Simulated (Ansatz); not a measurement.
Functionals compared on the (311) surface of fcc Pt in its 1x1 cell, outermost plane spacing 1.20 Å in the ideal cut, in Ansatz (plane waves, PAW). The structure was relaxed with PBE; the other rows are single points on it, each with its references at the same level. Cutoff 420 eV (500 eV for r2SCAN).

Set-up: 9 atoms, 9.6 Å thick at the start (thin: gaps and levels are the slab's own); mesh 14x8x1; 0.1 eV smearing; dipole correction on; all atoms relaxed; held to the part of the start's symmetry that mesh and held atoms allow; no spin, no spin-orbit, no U. These notes are the PBE run's.

```csv
functional,surface energy (J/m²),work function of the top face (eV),rough cost of the single point
PBE,1.81,5.54,–
LDA,2.42,5.92,about 90 core-seconds (a rough figure)
PBEsol,[?],[?],about 90 core-seconds (a rough figure)
RPBE,1.55,5.38,roughly 90 core-seconds
r2SCAN,2.02,5.60,around 3 core-minutes (rough)
```

Fill in the missing entries.


- PBEsol, surface energy (J/m²): 2.24
- PBEsol, work function of the top face (eV): 5.66

Ansatz is a program for electronic structure.
